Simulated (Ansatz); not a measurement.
# ZnSnSb2 (I-42d, No. 122, 8 atoms in the cell; start mp-4756)

Level of theory: r²SCAN+rVV10 (Ansatz, a first-principles code, plane waves, PAW).

Settings: plane-wave cutoff 560 eV, 12×12×12 k mesh, Fermi–Dirac smearing 0.05 eV, scalar-relativistic PAW data made under PBE.

Cell (relaxed at this level):

Space group I-42d (No. 122); a = 6.281 Å, b = 6.281 Å, c = 12.611 Å, α = 90.00°, β = 90.00°, γ = 90.00°

```
atom  site  symmetry       x       y       z
----  ----  --------  ------  ------  ------
Zn      4a      -4..  0.0000  0.0000  0.0000
Sn      4b      -4..  0.0000  0.0000  0.5000
Sb      8d       .2.  0.2500  0.2766  0.3750
```
(The calculation used a cell of 8 atoms; values per cell refer to that cell.)

```json
{
  "band_gap": "0.24 eV (on the SCF k mesh)"
}
```

Note: the relaxation could not lower the start's symmetry, so the cell can be a saddle point above a distorted one.

Spin–orbit coupling is not included; it can close the smallest gap of 0.24 eV.

Static lattice: no zero-point or thermal effects.

Computing time: very roughly 70 core-minutes.

A start named mp-… is a Materials Project structure, which need not be a measured phase.
